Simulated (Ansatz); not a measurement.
# Convergence series on LaNiSn₂ (Cmcm, 8 atoms in the cell)

```cif
data_La2Ni2Sn4
_chemical_formula_sum 'La2 Ni2 Sn4'
_space_group_name_H-M_alt 'P 1'
_space_group_IT_number 1
_cell_length_a 9.41731
_cell_length_b 9.41731
_cell_length_c 4.55083
_cell_angle_alpha 90.000
_cell_angle_beta 90.000
_cell_angle_gamma 152.149
loop_
_space_group_symop_operation_xyz
  'x, y, z'
loop_
_atom_site_label
_atom_site_type_symbol
_atom_site_fract_x
_atom_site_fract_y
_atom_site_fract_z
_atom_site_occupancy
La1 La 0.89025 0.10975 0.75000 1
La2 La 0.10975 0.89025 0.25000 1
Ni1 Ni 0.68295 0.31705 0.75000 1
Ni2 Ni 0.31705 0.68295 0.25000 1
Sn1 Sn 0.54715 0.45285 0.75000 1
Sn2 Sn 0.45285 0.54715 0.25000 1
Sn3 Sn 0.25057 0.74943 0.75000 1
Sn4 Sn 0.74943 0.25057 0.25000 1
```

Method: PBEsol, PAW files made with PBE (plane waves; Ansatz, a first-principles code).

The starting cell comes from a database of computed structures (which also holds hypothetical and non-ambient phases and stackings), without a prior relaxation at this level. Spin polarisation is off. Ansatz's pressure includes its estimate of the finite-basis (Pulay) stress.

Held fixed: kpoints.mp_grid.grid = 5 5 5; hamiltonian.xc = pbesol; hamiltonian.pseudopotentials = {kind: paw} (the program's default PAW files); scf.occupations.method = fermi_dirac; scf.occupations.width = 0.0073 Ry.

ΔF is the free energy per atom less that of the last row (16).

The series runs over basis.ecutrho_ratio = 2; 3; 4; 5; 6; 8; 10; 12; 16.

Problem. From which setting on does the pressure stay within 0.05 GPa of the last one?

Solution. From basis.ecutrho_ratio = 3 on; the one before it is off by 0.16 GPa. The value it settles on is -2.46 GPa at this level of theory and with the other settings as held.

Problem. From which setting on does the energy stay within 1 meV/atom of the last one?

Solution. From basis.ecutrho_ratio = 3 on; the one before it is off by 3.0 meV/atom.

| basis.ecutrho_ratio | ΔF (meV/atom) | pressure (GPa) | largest force (eV/Å) |
|---|---|---|---|
| 2 | -3.0 | -2.30 | 0.067 |
| 3 | -0.05 | -2.45 | 0.067 |
| 4 | 0.00 | -2.46 | 0.067 |
| 5 | 0.00 | -2.46 | 0.067 |
| 6 | 0.00 | -2.46 | 0.067 |
| 8 | 0.00 | -2.46 | 0.067 |
| 10 | 0.00 | -2.46 | 0.067 |
| 12 | 0.00 | -2.46 | 0.067 |
| 16 | 0.00 | -2.46 | 0.067 |

Keys are those of Ansatz 0.2.
